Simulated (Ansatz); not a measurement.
For wurtzite BN (high-pressure phase), PBE (PAW; Ansatz, a quantum-chemistry and plane-wave program) gives:

```
Item                                   Value
------------------------------  ------------
equilibrium lattice constant a       2.555 Å
lattice parameter c                  4.224 Å
cohesive energy                 6.92 eV/atom
band gap at the measured cell        5.22 eV
elastic constant C11                 923 GPa
elastic constant C44                 330 GPa
Voigt–Reuss–Hill shear modulus       382 GPa
```

Task: What does PBE0 in Ansatz (PAW) give for the same quantities?

Result: 
- lattice constant a: 2.535 Å (falls by 0.8 %)
- lattice parameter c: 4.191 Å (decreases by 0.8 %)
- cohesive energy: 6.82 eV/atom (shrinks by 0.10 eV/atom)
- band gap at the measured cell: 7.31 eV (rises by 2.09 eV)
- elastic constant C11: 1000 GPa (goes up by 8.3 %)
- elastic constant C44: 357 GPa (goes up by 8.2 %)
- Voigt–Reuss–Hill shear modulus: 414 GPa (rises by 8.4 %)

For comparison: lattice constant a 2.55 Å (measured, temperature not stated, no zero-point or thermal correction; as tabulated in Doll et al. (2008), arXiv:0810.5476); lattice parameter c 4.2 Å (measured, temperature not stated, not corrected to a static lattice; as tabulated in Doll et al. (2008), arXiv:0810.5476).

Changes are worked out from the printed values.

Unless a cell is named, each level is at its own relaxed cell (PBE 5.97, PBE0 5.83 Å³/atom).

Density-functional gaps are differences of (generalised) Kohn–Sham levels.

Ansatz's density-functional and Hartree–Fock values are scalar-relativistic unless marked +SOC, with PAW data made under PBE.
